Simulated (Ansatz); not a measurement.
In a free triangular strip chain of Au atoms, spin-degenerate bands cross the Fermi level 2 times between Γ and the zone edge.

Computed with PBE (plane waves to 420 eV, PAW; Ansatz, a first-principles code). Mesh 1×1×108. No spin polarisation, so a magnetic state wasn't tested. It repeats along c; a and b span vacuum. A hypothetical model. Symmetry and one short period hold its shape; lower forms weren't sought. Pairing along the axis, which can open a gap, is among the distortions not tried. Values not marked SOC lack spin–orbit coupling.

Task: What are the conductance and the two-terminal resistance of a perfect, endless piece?

Result: Each crossing on the half of the zone with k > 0 has a partner at −k, so it gives one mode in each direction. Counting spin there are 4 modes, each carrying e²/h = 38.74 μS. G = 4 × 38.74 = 155.0 μS and R = 1/G = 6.45 kΩ, whatever the length. Scattering by phonons, roughness and contacts can only raise R.
